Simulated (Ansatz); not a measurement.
## BeTe (model structure, started from the cinnabar type, P6₂22, No. 180, 6 atoms in the cell): properties by level of theory

```
level (code)         lattice constant a (Å)  lattice parameter c (Å)  enthalpy of formation (eV/atom)
-------------------  ----------------------  -----------------------  -------------------------------
PBE (Ansatz)                          4.022                    8.963                           -0.108
PBEsol (Ansatz)                       3.979                    8.863                           -0.129
PBE-D3(BJ) (Ansatz)                   3.959                    8.840                           -0.079
```

Ansatz's density-functional and Hartree–Fock values are scalar-relativistic unless marked +SOC, with PAW data made under PBE.

Computed values are for the static lattice.

A model structure was made by putting elements into a prototype or built by hand; it is no filed structure, need not be a known phase, and can be a saddle point held by its symmetry.

Ansatz is a quantum-chemistry and plane-wave program.
